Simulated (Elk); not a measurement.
A self-consistent single point of Re (P6_3/mmc, 2 atoms in the cell) with Elk.

Level of theory: PBE, all-electron FP-LAPW, Elk's shipped species files, APW+lo basis with extra local orbitals run with Elk.

The change in words: lattice scaled by 0.98. Reference geometry:
```
Re
1.0
    1.39118    -2.40959     0.00000
    1.39118     2.40959     0.00000
    0.00000     0.00000     4.49613
Re
2
Direct
  0.33333   0.66667   0.25000
  0.66667   0.33333   0.75000
```

Reference input (self-consistent single point, DFT, PBE, all-electron FP-LAPW, Elk's shipped species files, APW+lo basis with extra local orbitals): xctype = 20; rgkmax = 8; stype = 0; swidth = 0.00367493 Ha; ngridk = 14 14 7; gmaxvr = 16 1/bohr; nxlo = 2; lorbcnd = true; rmtscf = 0.88; lmaxi = 2. This run's input differs from it in these lines:

```diff
@@ -31,5 +31,5 @@
 avec
-    2.6289454224   -4.5534670419    0.0000000000
-    2.6289454224    4.5534670419    0.0000000000
-    0.0000000000    0.0000000000    8.4964467618
+    2.5763660000   -4.4623968109    0.0000000000
+    2.5763660000    4.4623968109    0.0000000000
+    0.0000000000    0.0000000000    8.3265169195
```

Log, with long lists cut:

```
│ Self-consistent loop started │
│ Loop number : 1 │
 total energy                :     -33443.3995227
│ Loop number : 2 │
 total energy                :     -33443.7472720
RMS change in Kohn-Sham potential (target) :   0.1502550175     (  0.1000000000E-05)
Absolute change in total energy (target)   :   0.3477492956     (  0.1000000000E-03)
│ Loop number : 3 │
 total energy                :     -33443.8615566
RMS change in Kohn-Sham potential (target) :   0.1465139944     (  0.1000000000E-05)
Absolute change in total energy (target)   :   0.2012219546     (  0.1000000000E-03)
│ Loop number : 4 │
   [... lines left out ...]
Absolute change in total energy (target)   :   0.3165874339E-02 (  0.1000000000E-03)
│ Loop number : 13 │
 total energy                :     -33436.2875077
RMS change in Kohn-Sham potential (target) :   0.2393842186E-05 (  0.1000000000E-05)
Absolute change in total energy (target)   :   0.5176043633E-03 (  0.1000000000E-03)
│ Loop number : 14 │
 total energy                :     -33436.2876869
RMS change in Kohn-Sham potential (target) :   0.7983740477E-07 (  0.1000000000E-05)
Absolute change in total energy (target)   :   0.4973862087E-04 (  0.1000000000E-03)
Convergence targets achieved

│ Loop number : 15 │

Energies :
 Fermi                       :     0.596850108096
 total energy                :     -33436.2876852

Density of states at Fermi energy :    35.01508807
 (states/Hartree/unit cell)

Estimated indirect band gap :   0.1014102832E-02
 from k-point      3 to k-point     15
Estimated direct band gap   :   0.6571681069E-02
 at k-point     15

Charges :
 core                        :    92.00000000
 valence                     :    58.00000000
 interstitial                :    3.485986598
 muffin-tins (core leakage)
  species :    1 (Re)
   atom    1                 :    73.25700670     (  0.7068998329E-06)
   atom    2                 :    73.25700670     (  0.7068998329E-06)
 total in muffin-tins        :    146.5140134
 total calculated charge     :    149.9941170
 total charge                :    150.0000000
 error                       :   0.5883012911E-02

│ Self-consistent loop stopped │
```

The run converged in 15 iterations. The count includes the last loop, which Elk runs after its targets are met. Against the reference run the total energy goes up by 42.4 meV/atom.

The starting cell has typed, rounded lattice constants, without a prior relaxation at this level. Its lattice was rescaled by a random factor within 2.5 % of one. For this run, on top of that: lattice scaled by 0.98. Spin-orbit coupling is off. Spin polarisation is off. Values depend on the basis (sphere radii, cutoffs, local orbitals), which need not be converged. The log's line on a gap gives a spacing of levels on this mesh, which the program prints for metals too.

Cost on one core of a shared machine: roughly 80 s.
